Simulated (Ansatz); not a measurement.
## BiP in the zinc blende structure (space group F-43m, No. 216; a hypothetical phase, not in the database extracts checked)

BiP is modelled in the cubic space group F-43m (No. 216), the zinc blende structure, Pearson symbol cF8. Conventional cell: a = b = c = 6.501 Å, α = β = γ = 90.00°. P on 4c has 4 Bi at 2.815 Å (tetrahedral). Bi on 4a has 4 P at 2.815 Å (tetrahedral). (Neighbours: up to the widest gap in distance over summed covalent radii, below 1.35, at either atom; cation-cation and far metal-metal contacts left out.)
(The calculation used a cell of 2 atoms; values per cell refer to that cell.)

The values are results of Ansatz (a first-principles code), PBE, PAW, cutoff 420 eV, no spin-orbit coupling, not measurements. Settings: 12×12×12 k-points, 0.05 eV Fermi–Dirac smearing.

| Item | Result |
|---|---|
| Volume per atom | 34.34 Å³ |
| Density | 5.80 g/cm³ |
| Band gap | zero |
| Total energy | -6575.775 eV/atom (σ→0; compares only within this code and set-up) |

No phonon test of stability was made. All final runs are without spin polarisation.
